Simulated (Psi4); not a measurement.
Psi4 1.11, PBE0/def2-svp: Ta(NH)(F)2(Me) ([CH3][Ta](=[NH])([F])[F]), 9 atoms. The geometry is a generated start, not checked to be a minimum at this level.

| Property | Result |
|---|---|
| task | energy |
| method | pbe0 |
| basis | def2-svp |
| memory | 3 GB |
| maxiter | 100 |
| keys of the molecule block | symmetry c1 |
| scf_type | df (default) |
| e_convergence | 1e-06 (default) |
| d_convergence | 1e-06 (default) |
| dft_radial_points | 75 (default) |
| dft_spherical_points | 302 (default) |
| effective core potentials | those of the basis set, past Kr |
| basis functions | 108 |
| grid points | 195392 |

```xyz
9

Ta     0.4200     0.7830    -0.5195
N      0.5351    -0.4152    -1.8407
H      0.6483    -1.0384    -2.6306
F      2.0192     1.2120     0.3812
F     -0.9235     2.0876    -0.6889
C     -0.5537    -0.5147     1.1103
H     -0.6898    -1.5585     0.8403
H     -1.5293    -0.0870     1.3473
H      0.0738    -0.4688     2.0007
```

Charge 0 and multiplicity 1 are set for this test and not shown to be the ground state.

With the defaults (diis = true, scf_initial_accelerator = adiis, damping_percentage = 0, guess = auto, which took SAD, diis_max_vecs = 10, soscf = false, level_shift = 0, level_shift_cutoff = 0.01) it converges in 10 SCF iterations. One run each on 2 threads, with these changes:
- soscf = true
- damping_percentage = 20
- level_shift = 0.5, level_shift_cutoff = 0.001
- diis_max_vecs = 6
- guess = sapgau
- guess = modhuckel
- diis = false, scf_initial_accelerator = none, damping_percentage = 60
- guess = gwh
- level_shift = 0.1, level_shift_cutoff = 0.001

**Question.** Which runs fail or end elsewhere than the default run?

**Answer.** No convergence: diis = false, scf_initial_accelerator = none, damping_percentage = 60 (the run ends without SCF convergence in 100 iterations). The rest reach the solution of the defaults.

| setting | SCF iterations | JK calls | end |
|---|---|---|---|
| soscf = true | 8 | 29 | same solution |
| the defaults | 10 | 11 | same solution |
| diis_max_vecs = 6 | 10 | 11 | same solution |
| level_shift = 0.1, level_shift_cutoff = 0.001 | 11 | 12 | same solution |
| level_shift = 0.5, level_shift_cutoff = 0.001 | 11 | 12 | same solution |
| guess = modhuckel | 13 | 45 | same solution |
| guess = sapgau | 14 | 14 | same solution |
| guess = gwh | 16 | 16 | same solution |
| damping_percentage = 20 | 17 | 18 | same solution |
| diis = false, scf_initial_accelerator = none, damping_percentage = 60 | 100 | 101 | no convergence |

An SOSCF iteration holds several JK calls; a Hückel guess adds calls on atoms. 1 further run of the study ended by our limits or in an error and is left out.
